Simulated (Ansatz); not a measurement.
Base system: TiAl (space group P4/mmm, No. 123; a = 2.824 Å, c = 4.071 Å).

Levels (all Ansatz, a program for electronic structure, PAW, earlier PAW set): PBE (420 eV, scalar-relativistic without spin-orbit coupling); r2SCAN (500 eV, scalar-relativistic without spin-orbit coupling).

The geometry is relaxed with PBE.

```
Item            Value
------------  -------
PBE pressure  0.0 GPa
```

**Question.** What does r2SCAN give at this geometry for the pressure?

**Answer.** The pressure goes from zero to -1.3 GPa.

Single points use the geometry relaxed with PBE. Their cutoffs differ, which shifts pressures a little. Whether these cells are dynamically stable was not tested. The final runs are not spin-polarised.
